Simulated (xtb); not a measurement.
xtb 6.7.1, GFN2-xTB: Ti(OMe)2(OSiH3)2 (C[O][Ti]([O]C)([O][SiH3])[O][SiH3]), 21 atoms. The geometry is a generated start, not checked to be a minimum at this level.

run flags: --grad
method: GFN2-xTB
--acc: 1 (default)
--etemp (K): 300 (default)
basis functions: 66
valence electrons: 56

```xyz
21

Ti    -0.4048     0.4626    -0.0513
O     -1.7948    -0.4875     0.3612
C     -1.7074    -1.6945     1.0643
H     -1.7210    -1.5000     2.1509
H     -2.5707    -2.3266     0.8093
H     -0.7782    -2.2401     0.8043
O     -0.9279     2.0240    -0.5604
C     -0.9411     2.5001    -1.8696
H     -1.5392     1.8364    -2.5184
H     -1.3865     3.5060    -1.8900
H      0.0861     2.5617    -2.2701
O      0.6900     0.6580     1.2935
Si     1.1722     0.3295     2.7824
H      0.0766     0.6368     3.7312
H      2.3518     1.1651     3.0566
H      1.5227    -1.1077     2.8836
O      0.4637    -0.3772    -1.3075
Si     1.6058    -1.2851    -1.9665
H      2.8978    -1.0158    -1.2991
H      1.6768    -0.9387    -3.3987
H      1.2283    -2.7071    -1.8056
```

Charge 0 and multiplicity 1 are set for this test and not shown to be the ground state.

One run each on 1 thread. Values of broydamp tried: 0.02, 0.05, 0.1, 0.2, 0.4 (default), 0.6, 0.8, 1.

### Question
Which value of broydamp needs the fewest SCC iterations, and what happens away from it?

### Answer
Fewest SCC iterations, within one of each other: 0.4 (default) with 12, 0.6 with 13, 0.8 with 13, 1 with 13. The count rises to 21 at 0.02. All converge to one solution.

| broydamp | SCC iterations | end |
|---|---|---|
| 0.02 | 21 | same solution |
| 0.05 | 18 | same solution |
| 0.1 | 17 | same solution |
| 0.2 | 14 | same solution |
| 0.4 (default) | 12 | same solution |
| 0.6 | 13 | same solution |
| 0.8 | 13 | same solution |
| 1 | 13 | same solution |
